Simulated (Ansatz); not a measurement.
## A computed series for Ta2O5: response to strain

The reference is Ta$_{2}$O$_{5}$ (space group Pmmn, No. 59; a = 3.8384 Å, b = 12.9931 Å, c = 3.8686 Å; a cell from a computed database, its experimental status unchecked). Axes: x, y, z lie along a, b, c of the conventional cell.

Strains are applied to the cell and any free atomic positions relax; under biaxial strain the out-of-plane vector relaxes too.

Method: PBEsol/PAW in Ansatz (a quantum-chemistry and plane-wave program), no spin-orbit coupling.

Notes on the quantities. pressure: mean of the normal stresses, compression positive.

| case | pressure | width of the top valence band | band gap | volume per atom |
|---|---|---|---|---|
| base | 0.0 kbar | 0.84 eV | 2.27 eV | 13.78 Å³ |
| biaxial strain −1.06 %, plane normal [001], relaxed out of plane | 35.1 kbar | 0.81 eV | 2.45 eV | 13.58 Å³ |
| uniaxial strain ε_xx = +0.65 % | -14.1 kbar | 0.84 eV | 2.23 eV | 13.87 Å³ |
| uniaxial strain ε_xx = +1.50 % | -31.3 kbar | 0.84 eV | 2.18 eV | 13.99 Å³ |

With Ta present, leaving out spin-orbit coupling can change the band edges. Stability against distortions was not tested.
